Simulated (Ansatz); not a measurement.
Relaxation of the outer planes of the (10-10) surface of wurtzite GaN in its 1x1 cell (cut with top plane Ga + N, bottom plane Ga + N), outermost plane spacing 0.93 Å in the ideal cut.

Level of theory: PBE (plane waves to 420 eV, PAW; Ansatz, a program for electronic structure).

Set-up: 28 atoms, Ga14N14, 17.7 Å thick at the start; mesh 8x5x1; 0.025 eV smearing; dipole correction on; all atoms relaxed; start symmetry kept, larger cells not searched; no spin, no spin-orbit, no U.

```csv
plane,atoms,bulk spacing to the next (Å),relaxed spacing (Å),change (%),rumpling (Å)
1,N + Ga,0.929,0.719,-22.6,0.26 (N outermost)
2,N + Ga,1.858,1.942,4.5,0.08 (Ga outermost)
```
